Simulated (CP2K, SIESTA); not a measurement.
A SIESTA input for a self-consistent single point of HfO₂ (P4_2/nmc, 6 atoms in the cell) (DFT, GGA PBE, numerical atomic orbitals DZP, PseudoDojo PBE standard norm-conserving potentials (rewritten from UPF to PSML)):

```
# files in the folder: Hf.psml O.psml (PseudoDojo PBE standard)
SystemName  HfO2
SystemLabel hfo2

NumberOfAtoms                6
NumberOfSpecies              2
%block ChemicalSpeciesLabel
  1 72 Hf
  2 8 O
%endblock ChemicalSpeciesLabel
LatticeConstant              1.0 Ang
%block LatticeVectors
     3.538465000    0.000000000    0.000000000
     0.000000000    3.538465000    0.000000000
     0.000000000    0.000000000    5.143436000
%endblock LatticeVectors
AtomicCoordinatesFormat      Ang
%block AtomicCoordinatesAndAtomicSpecies
     1.769232500    1.769232500    2.571718000  1
     0.000000000    0.000000000    0.000000000  1
     0.000000000    1.769232500    3.586055014  2
     0.000000000    1.769232500    1.014337014  2
     1.769232500    0.000000000    4.129098986  2
     1.769232500    0.000000000    1.557380986  2
%endblock AtomicCoordinatesAndAtomicSpecies

XC.functional                GGA
XC.authors                   PBE
PAO.BasisSize                DZP
PAO.EnergyShift              0.005 Ry
MeshCutoff                   400 Ry
%block kgrid.MonkhorstPack
    5   0   0  0.0
    0   5   0  0.0
    0   0   3  0.0
%endblock kgrid.MonkhorstPack
OccupationFunction           FD
ElectronicTemperature        0.05 eV

MaxSCFIterations             150
SCF.Mixer.Method             Pulay
SCF.Mixer.Weight             0.1
SCF.Mixer.History            6
SCF.DM.Tolerance             1.0E-05
Diag.ParallelOverK           true
WriteForces                  true
```

Problem. Give the CP2K input for the same structure, mesh, smearing and functional.

Solution. One input that does it (others would too):

```
&GLOBAL
  PROJECT run
  RUN_TYPE ENERGY_FORCE
  PRINT_LEVEL LOW
&END GLOBAL
&FORCE_EVAL
  METHOD Quickstep
  STRESS_TENSOR ANALYTICAL
  &DFT
    BASIS_SET_FILE_NAME BASIS_MOLOPT
    POTENTIAL_FILE_NAME GTH_POTENTIALS
    &QS
      METHOD GPW
      EPS_DEFAULT 1E-10
    &END QS
    &MGRID
      CUTOFF 500
      REL_CUTOFF 50
      NGRIDS 5
    &END MGRID
    &SCF
      SCF_GUESS ATOMIC
      EPS_SCF 1E-7
      MAX_SCF 100
      ADDED_MOS 9
      &DIAGONALIZATION
        ALGORITHM STANDARD
      &END DIAGONALIZATION
      &MIXING
        METHOD BROYDEN_MIXING
        ALPHA 0.3
        NBUFFER 12
      &END MIXING
      &SMEAR ON
        METHOD FERMI_DIRAC
        ELECTRONIC_TEMPERATURE [K] 580.23
      &END SMEAR
    &END SCF
    &KPOINTS
      SCHEME MONKHORST-PACK 5 5 3
    &END KPOINTS
    &XC
      &XC_FUNCTIONAL PBE
      &END XC_FUNCTIONAL
    &END XC
    &PRINT
      &MO
        EIGENVALUES T
        OCCUPATION_NUMBERS T
        NDIGITS 8
        FILENAME mo
        &EACH
          QS_SCF 0
        &END EACH
        ADD_LAST NUMERIC
      &END MO
      &MULLIKEN OFF
      &END MULLIKEN
    &END PRINT
  &END DFT
  &SUBSYS
    &CELL
      A 3.53846500 0.00000000 0.00000000
      B 0.00000000 3.53846500 0.00000000
      C 0.00000000 0.00000000 5.14343600
      PERIODIC XYZ
    &END CELL
    &COORD
      Hf       1.76923250     1.76923250     2.57171800
      Hf       0.00000000     0.00000000     0.00000000
      O        0.00000000     1.76923250     3.58605501
      O        0.00000000     1.76923250     1.01433701
      O        1.76923250     0.00000000     4.12909899
      O        1.76923250     0.00000000     1.55738099
    &END COORD
    &KIND Hf
      BASIS_SET DZVP-MOLOPT-SR-GTH
      POTENTIAL GTH-PBE-q12
    &END KIND
    &KIND O
      BASIS_SET DZVP-MOLOPT-SR-GTH
      POTENTIAL GTH-PBE-q6
    &END KIND
  &END SUBSYS
  &PRINT
    &FORCES ON
    &END FORCES
    &STRESS_TENSOR ON
    &END STRESS_TENSOR
  &END PRINT
&END FORCE_EVAL
```

Basis, cutoffs, solver keys and any potentials are the target program's own. This input uses DFT PBE, GPW, DZVP-MOLOPT-SR-GTH basis, GTH-PBE potentials (GTH_POTENTIALS).

The starting cell comes from a database of computed structures (which also holds hypothetical and non-ambient phases and stackings), without a prior relaxation at this level. Its lattice was rescaled by a random factor within 2.5 % of one. For this run, on top of that: lattice scaled by 0.98.
